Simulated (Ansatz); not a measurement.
# Hypothetical rock salt WGe under a change: biaxial strain +2.76 %, plane normal [110], relaxed out of plane

Base system: WGe in the rock salt structure (space group Fm-3m, No. 225; a = 5.158 Å; a hypothetical phase, not in the database extracts checked; relaxed with 0.1 eV smearing). Axes: x, y, z lie along the cube axes.

Modification: tensile biaxial strain of 2.76 % in the plane normal to [110], as in epitaxy on a mismatched substrate; the out-of-plane cell vector and the atoms relax.

Level of theory: DFT with PBE, PAW potentials and a 420 eV plane-wave cutoff in Ansatz (an electronic-structure program), spin-orbit coupling left out, earlier PAW set. Settings: 19×19×19 k-points, 0.1 eV Fermi–Dirac smearing.

| quantity | base | changed | shift |
|---|---|---|---|
| space group | Fm-3m (No. 225) | Immm (No. 71) | – |
| shortest interatomic distance | 257.9 pm | 256.5 pm | -1.4 pm |
| energy relative to the base (free energy F) | 0 meV/atom | +10 meV/atom | +10 meV/atom |
| band gap | zero | zero | – |
| out-of-plane strain | – | -3.93 % | – |
| ratio −ε⊥/ε∥ | – | 1.42 | – |

Final structure (turned so that z lies along the plane normal):

```xyz
2
Lattice="0.0000 0.0000 -3.5037 -1.8739 2.6501 -1.7518 1.8739 2.6501 -1.7518" Properties=species:S:1:pos:R:3 pbc="T T T"
Ge    -1.8739     2.6501    -5.2555
W      0.0000     2.6501    -3.5037
```

Cost of the whole job for the changed cell (relaxation, final SCF and bands): roughly 6 core-minutes.

A biaxial case was relaxed in a doubled cell and then solved in the primitive one. No phonon test of stability was made. The final runs are not spin-polarised. WGe has a high density of states at the Fermi level and may be magnetic at this level.
